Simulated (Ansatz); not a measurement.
# BaZrO3: response to strain

Start from BaZrO3 in the cubic perovskite structure (space group Pm-3m, No. 221; a = 4.2272 Å).

Strains are applied to the cell and any free atomic positions relax.

Method: PBE in Ansatz (plane waves to 420 eV, PAW, no SOC).

Notes on the quantities. energy relative to the base: free energy F.

| isotropic strain (%) | energy relative to the base (meV/atom) |
|---|---|
| -3 | 63.5 |
| -2.4 | 39.8 |
| -1.8 | ? |
| -1.2 | 9.5 |
| -0.6 | 2.3 |
| 0 | 0.0 |

**Question.** Fit ΔE = Aε² + Bε³ (ε in %) to the rows shown and predict the withheld row.

**Answer.** Least squares on the printed values gives A = 6.31 and B = -0.25 meV/atom (largest residual 0.0 meV/atom); this predicts 21.9 meV/atom, and the run gives 21.9 meV/atom, in agreement.

Whether these cells are dynamically stable was not tested.

Ansatz is a program for electronic structure.
